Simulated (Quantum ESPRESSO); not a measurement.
## Several settings converged on CuPd (P4mm, 2 atoms in the cell)

```xyz
2
Lattice="2.9655 0.0000 0.0000 0.0000 2.9655 0.0000 0.0000 0.0000 2.9655" Properties=species:S:1:pos:R:3 pbc="T T T"
Cu     0.0000     0.0000     0.0500
Pd     1.4828     1.4828     1.4828
```

Base method: PBEsol, GBRV 1.5 ultrasoft (PBESOL) pseudopotentials (plane waves; Quantum ESPRESSO 7.5).

Base settings: ecutwfc = 50 Ry; ecutrho = 400 Ry; occupations = smearing; smearing = gauss; degauss = 0.0073499 Ry; potentials = {Cu: cu_pbesol_v1.2.uspp.F.UPF, Pd: pd_pbesol_v1.4.uspp.F.UPF}; K_POINTS = automatic 7 7 7 0 0 0; conv_thr = 1e-10 Ry.

The count of work is k-points × plane waves × bands × iterations; it is no time. Core times come from one kind of shared machine, to one figure; runs under 30 s give none.

**The k-point mesh at a smearing width of 0.02 eV**

In this ladder: degauss = 0.00147 Ry.

Only quantities that move along the ladder and can be compared are tabulated.

| K_POINTS | free energy less the last step's (meV/atom) | pressure (GPa) | largest difference of a force vector from the last step's (eV/Å) | count of work / last | core time / last (rough) |
|---|---|---|---|---|---|
| automatic 4 4 4 0 0 0 | 80.37 | 1.11 | 0.022 | 0.021 | – |
| automatic 5 5 5 0 0 0 | 2.35 | -1.24 | 0.012 | 0.021 | – |
| automatic 6 6 6 0 0 0 | -1.29 | -0.08 | 0.007 | 0.043 | – |
| automatic 7 7 7 0 0 0 | 4.71 | -0.55 | 0.015 | 0.042 | – |
| automatic 8 8 8 0 0 0 | -1.07 | -0.55 | 0.014 | 0.073 | – |
| automatic 12 12 12 0 0 0 | -1.20 | -0.74 | 0.006 | 0.21 | 0.1 |
| automatic 18 18 18 0 0 0 | 0.13 | -0.68 | 0.001 | 0.59 | 0.4 |
| automatic 22 22 22 0 0 0 | 0.00 | -0.66 | 0.000 | 1.0 | 1 |

Coarsest K_POINTS that holds the forces within 0.01 eV/Å of the last step, with all finer ones: automatic 12 12 12 0 0 0, at 0.21 of the last step's count of work and about 0.1 of the last step's time; the step before is off by 0.014 eV/Å.

Coarsest K_POINTS that holds the free energy within 2 meV/atom of the last step, with all finer ones: automatic 8 8 8 0 0 0, at 0.073 of the last step's count of work; the step before is off by 4.7 meV/atom.

Coarsest K_POINTS that holds the pressure within 0.5 GPa of the last step, with all finer ones: automatic 7 7 7 0 0 0, at 0.042 of the last step's count of work; the step before is off by 0.57 GPa.

**The width of Gaussian smearing**

In this ladder: K_POINTS = automatic 12 12 12 0 0 0.

Narrow widths need finer meshes than wide ones, so the last steps can hold mesh noise.

Only quantities that move along the ladder and can be compared are tabulated; pressure and forces are left out, as mesh noise rules them at narrow widths.

```csv
degauss,free energy less the last step's (meV/atom),energy extrapolated to zero width less the last step's (meV/atom)
0.073499 Ry,-154.28,-1.36
0.036749 Ry,-39.45,-2.42
0.02205 Ry,-13.86,-0.98
0.0147 Ry,-5.47,-0.48
0.0073499 Ry,0.00,0.00
```

Widest degauss that holds the free energy within 5 meV/atom: not settled: the last two steps still differ by 5.5 meV/atom, over half the tolerance, so the ladder does not show it.

Widest degauss that holds the energy extrapolated to zero width within 2 meV/atom of the last step, with all finer ones: 0.02205 Ry; the step before is off by 2.4 meV/atom.

The extrapolation to zero width removes most of the smearing's effect on the energy.

On the base run: the starting cell comes from a database of computed structures (which also holds hypothetical and non-ambient phases and stackings), without a prior relaxation at this level. Its lattice was rescaled by up to half a per cent. One atom was moved a little off its site on purpose. Spin polarisation is off.

Left out of this page: 1 run of the series outside the window shown, repeating another row's setting, or not comparable.
